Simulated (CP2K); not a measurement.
Band structure of Mg6SiB (Amm2, 8 atoms in the cell).

```
CELL_PARAMETERS angstrom
      3.98486     0.00000     0.00000
      0.00000     5.96500     0.00000
      0.00000     0.37361     5.95329
ATOMIC_POSITIONS crystal
  Mg 0.00000 0.61016 0.11372
  Mg 0.00000 0.11372 0.61016
  Mg 0.50000 0.94244 0.29288
  Mg 0.50000 0.29288 0.94244
  Mg 0.50000 0.80677 0.80677
  Mg 0.50000 0.40648 0.40648
  Si 0.00000 0.61273 0.61273
  B  0.00000 0.21484 0.21484
```

Method of the run: CP2K with LDA (Pade form), GPW, DZVP-MOLOPT-SR-GTH basis, GTH-PADE potentials (GTH_POTENTIALS).

Settings: CUTOFF = 1000 Ry; REL_CUTOFF = 60 Ry; SMEAR/METHOD = FERMI_DIRAC; ELECTRONIC_TEMPERATURE = 1578.21 K; KPOINTS/SCHEME = MONKHORST-PACK 5 4 4; GAMMA_CENTERED = T; XC_FUNCTIONAL = PADE; Mg/BASIS_SET = DZVP-MOLOPT-SR-GTH; Mg/POTENTIAL = GTH-PADE-q10; Si/BASIS_SET = DZVP-MOLOPT-SR-GTH; Si/POTENTIAL = GTH-PADE-q4; B/BASIS_SET = DZVP-MOLOPT-SR-GTH; B/POTENTIAL = GTH-PADE-q3; METHOD = GPW.

The starting cell comes from a database of computed structures (which also holds hypothetical and non-ambient phases and stackings), without a prior relaxation at this level. Its lattice was rescaled by a random factor within 2.5 % of one. Values carry the incompleteness of an atom-centred basis.

Levels in eV from the Fermi level, bands 30 to 35:
| point | 30 | 31 | 32 | 33 | 34 | 35 |
|---|---|---|---|---|---|---|
| Γ | -2.06 | -1.34 | -1.24 | -1.08 | 0.33 | 0.76 |
| X | -0.58 | -0.56 | -0.30 | -0.23 | 1.06 | 1.28 |
| S | -3.14 | -0.91 | -0.40 | -0.26 | 0.58 | 1.50 |
| R | -2.74 | -2.25 | -1.90 | -1.28 | -1.18 | -0.30 |
| A | -3.94 | -3.65 | -3.41 | 0.24 | 0.48 | 1.70 |
| Z | -2.88 | -2.14 | -1.59 | -1.50 | -1.02 | -0.23 |
| Y | -0.58 | -0.55 | -0.31 | -0.23 | 1.18 | 1.21 |
| X1 | -0.58 | -0.56 | -0.30 | -0.23 | 1.06 | 1.28 |
| A1 | -3.94 | -3.65 | -3.41 | 0.24 | 0.48 | 1.70 |
| T | -4.01 | -3.57 | -3.54 | 0.35 | 0.42 | 1.72 |

Bands cross the Fermi level along this path, so the cell is metallic at this level.

Higher empty bands are left out: an atom-centred basis made for the valence describes them poorly.
